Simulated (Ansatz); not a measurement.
Short convergence ladders for YSi₂Rh₃ (P6mm, 6 atoms in the cell)

```yaml
crystal:
  lattice:
    - [5.45552, 0.00000, 0.00000]
    - [-2.72776, 4.72462, 0.00000]
    - [0.00000, 0.00000, 3.59293]
  atoms:
    - { symbol: Y, position: [0.00000, 0.00000, 0.01392] }
    - { symbol: Si, position: [0.66667, 0.33333, 0.00000] }
    - { symbol: Si, position: [0.33333, 0.66667, 0.00000] }
    - { symbol: Rh, position: [0.00000, 0.50000, 0.50000] }
    - { symbol: Rh, position: [0.50000, 0.00000, 0.50000] }
    - { symbol: Rh, position: [0.50000, 0.50000, 0.50000] }
```

Base method: PBEsol, default PAW files made with PBE (plane waves; Ansatz, a program for electronic structure).

Base settings: basis.ecutwfc = 420 eV; kpoints.mp_grid.grid = 7 7 9; hamiltonian.xc = pbesol; hamiltonian.pseudopotentials = {kind: paw} (the program's default PAW files); scf.occupations.method = fermi_dirac; scf.occupations.width = 0.1 eV.

The count of work is k-points × plane waves × bands × iterations; it is no time. Core times come from one kind of shared machine, to one figure; runs under 30 s give none.

**The width of Fermi-Dirac smearing**

In this ladder: kpoints.mp_grid.grid = 12 12 15.

Narrow widths need finer meshes than wide ones, so the last steps can hold mesh noise.

Only quantities that move along the ladder and can be compared are tabulated; pressure and forces are left out, as mesh noise rules them at narrow widths.

| scf.occupations.width | free energy less the last step's (meV/atom) | energy extrapolated to zero width less the last step's (meV/atom) |
|---|---|---|
| 1 eV | -873.43 | 91.77 |
| 0.5 eV | -174.88 | 34.64 |
| 0.3 eV | -50.76 | 9.01 |
| 0.2 eV | -19.46 | 1.96 |
| 0.1 eV | -3.69 | 0.00 |
| 0.05 eV | 0.00 | 0.00 |

Widest scf.occupations.width that holds the free energy within 5 meV/atom: not settled: the last two steps still differ by 3.7 meV/atom, over half the tolerance, so the ladder does not show it.

Widest scf.occupations.width that holds the energy extrapolated to zero width within 1 meV/atom of the last step, with all finer ones: 0.1 eV; the step before is off by 2.0 meV/atom.

The extrapolation to zero width removes most of the smearing's effect on the energy.

**The width of Methfessel-Paxton smearing**

In this ladder: kpoints.mp_grid.grid = 12 12 15; scf.occupations.method = methfessel_paxton.

Narrow widths need finer meshes than wide ones, so the last steps can hold mesh noise.

Only quantities that move along the ladder and can be compared are tabulated; pressure and forces are left out, as mesh noise rules them at narrow widths.

```tsv
scf.occupations.width	free energy less the last step's (meV/atom)
0.5 eV	1.24
0.3 eV	0.03
0.2 eV	0.07
0.1 eV	0.06
0.05 eV	0.00
```

Widest scf.occupations.width that holds the free energy within 1 meV/atom of the last step, with all finer ones: 0.3 eV; the step before is off by 1.2 meV/atom.

**The mesh under tetrahedron occupations**

In this ladder: scf.occupations.method = tetrahedron; scf.occupations.width = default.

Only quantities that move along the ladder and can be compared are tabulated.

```tsv
kpoints.mp_grid.grid	free energy less the last step's (meV/atom)	pressure (GPa)	count of work / last	core time / last (rough)
3 3 4	-11.72	2.86	0.029	–
4 4 5	-0.83	2.95	0.037	–
5 5 6	9.02	2.95	0.062	–
6 6 7	-1.28	2.85	0.085	–
7 7 9	2.78	2.89	0.12	–
9 9 11	-1.80	2.87	0.22	–
11 11 14	-1.03	2.87	0.39	0.4
13 13 17	-0.79	2.87	0.57	0.3
16 16 21	0.00	2.87	1.0	1
```

Coarsest kpoints.mp_grid.grid that holds the pressure within 0.05 GPa of the last step, with all finer ones: 6 6 7, at 0.085 of the last step's count of work; the step before is off by 0.08 GPa.

Coarsest kpoints.mp_grid.grid that holds the free energy within 5 meV/atom of the last step, with all finer ones: 6 6 7, at 0.085 of the last step's count of work; the step before is off by 9.0 meV/atom.

On the base run: the starting cell comes from a database of computed structures (which also holds hypothetical and non-ambient phases and stackings), without a prior relaxation at this level. Its lattice was rescaled by up to half a per cent. One atom was moved a little off its site on purpose. Spin polarisation is off. Ansatz's pressure includes its estimate of the finite-basis (Pulay) stress.

Left out of this page: 4 runs of the series outside the window shown, repeating another row's setting, or not comparable; 1 run of the series unsound by tests on forces, stress, charge or solver warnings.

Keys are those of Ansatz 0.2.
